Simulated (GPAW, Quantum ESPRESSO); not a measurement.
A Quantum ESPRESSO input for a self-consistent single point of Os₃W (P6_3/mmc, 8 atoms in the cell) (DFT, PBEsol, plane waves, PseudoDojo standard norm-conserving (PBESOL) pseudopotentials):

```fortran
&CONTROL
 calculation = 'scf'
 outdir = './tmp/'
 pseudo_dir = './'
 tprnfor = .true.
 tstress = .true.
/
&SYSTEM
 ibrav = 0
 nat = 8
 ntyp = 2
 ecutwfc = 75
 occupations = 'smearing'
 smearing = 'fermi-dirac'
 degauss = 0.0073499
/
&ELECTRONS
 conv_thr = 1.0e-11
/
ATOMIC_SPECIES
Os   190.2300  Os.upf
W    183.8400  W.upf
ATOMIC_POSITIONS {bohr}
Os    0.00000000    3.01053834    2.07732396
Os    5.22370355    6.03718162    6.23197188
Os    7.84020443    1.50526917    6.23197188
Os   -2.61650087    7.54245079    2.07732396
Os    2.61650087    7.54245079    2.07732396
Os    2.60720268    1.50526917    6.23197188
W     0.00000000    6.03181331    6.23197188
W     5.22370355    3.01590665    2.07732396
K_POINTS {automatic}
4 4 5  0 0 0
CELL_PARAMETERS {angstrom}
   5.52852975     0.00000000     0.00000000
  -2.76426488     4.78784721     0.00000000
   0.00000000     0.00000000     4.39709000
```

Question: Give the GPAW input for the same structure, mesh, smearing and functional.

Answer: This is the input that was run; spellings and numerical settings could be chosen otherwise.

```python
from ase import Atoms
from ase.units import GPa
from gpaw import GPAW

atoms = Atoms(['Os', 'Os', 'Os', 'Os', 'Os', 'Os', 'W', 'W'],
              cell=[[5.528530, 0.000000, 0.000000],
                    [-2.764265, 4.787847, 0.000000],
                    [0.000000, 0.000000, 4.397090]],
              scaled_positions=[[0.166370, 0.332740, 0.250000],
                                [0.833630, 0.667260, 0.750000],
                                [0.833630, 0.166370, 0.750000],
                                [0.166370, 0.833630, 0.250000],
                                [0.667260, 0.833630, 0.250000],
                                [0.332740, 0.166370, 0.750000],
                                [0.333333, 0.666667, 0.750000],
                                [0.666667, 0.333333, 0.250000]],
              pbc=True)

calc = GPAW(mode={'name': 'pw', 'ecut': 550},
            xc='PBEsol',
            kpts={'size': (4, 4, 5), 'gamma': True},
            occupations={'name': 'fermi-dirac', 'width': 0.1},
            nbands=-12,
            convergence={'density': 1e-05},
            symmetry={'symmorphic': False, 'tolerance': 0.0005},
            maxiter=120,
            txt='-')

atoms.calc = calc

energy = atoms.get_potential_energy()
print('Energy (eV):', round(energy, 6))
forces = atoms.get_forces()
print('Forces (eV/Ang):')
print(forces.round(5))
stress = atoms.get_stress()
print('Stress (GPa, Voigt):', (stress / GPa).round(4))
```

Basis, cutoffs, solver keys and any potentials are the target program's own. This input uses DFT PBEsol, plane waves, GPAW PAW datasets PBEsol (made by gpaw-setup). Both were run: pressure -6.17 GPa in Quantum ESPRESSO and -7.75 in GPAW; largest force 0.018 eV/Å in Quantum ESPRESSO and 0.006 in GPAW.

On Quantum ESPRESSO: the starting cell comes from a database of computed structures (which also holds hypothetical and non-ambient phases and stackings), without a prior relaxation at this level. Spin polarisation is off. With a pressure of about -6 GPa the cell is away from its equilibrium volume at this level.

On GPAW: the starting cell comes from a database of computed structures (which also holds hypothetical and non-ambient phases and stackings), without a prior relaxation at this level. Spin polarisation is off. With a pressure of about -8 GPa the cell is away from its equilibrium volume at this level.
